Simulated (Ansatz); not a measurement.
## Element substitutions in Mg

Base system: Mg in the hcp (Mg type) structure (space group P6_3/mmc, No. 194).

```
Mg
1.0
    3.16631     0.00000     0.00000
   -1.58316     2.74211     0.00000
    0.00000     0.00000     5.18817
Mg
2
Direct
  0.33333   0.66667   0.75000
  0.66667   0.33333   0.25000
```

Each row replaces one element on all its sites; cell and atoms are relaxed.

Computed with PBEsol, PAW, 420 eV (Ansatz, an electronic-structure program; scalar-relativistic without spin-orbit coupling), earlier PAW set.

Before the change:

The lattice parameter a is 3.166 Å.

Q: The aim is a lattice parameter a between 2.195 Å and 2.375 Å. Which of these changes reaches it?
A. Mg → Ca
B. Mg → Be
C. Mg → Sr
D. Mg → Ba

A: B, Mg → Be. It gives 2.257 Å; Mg → Ca gives 3.849 Å; Mg → Ba gives 4.341 Å; Mg → Sr gives 4.190 Å. Changes not listed may reach it too

Whether these cells are dynamically stable was not tested. As relaxed here, Ba is a hypothetical phase, not in the database extracts checked. This is not the structure that Ca has at room temperature and ambient pressure. This is not the structure that Sr has at room temperature and ambient pressure.
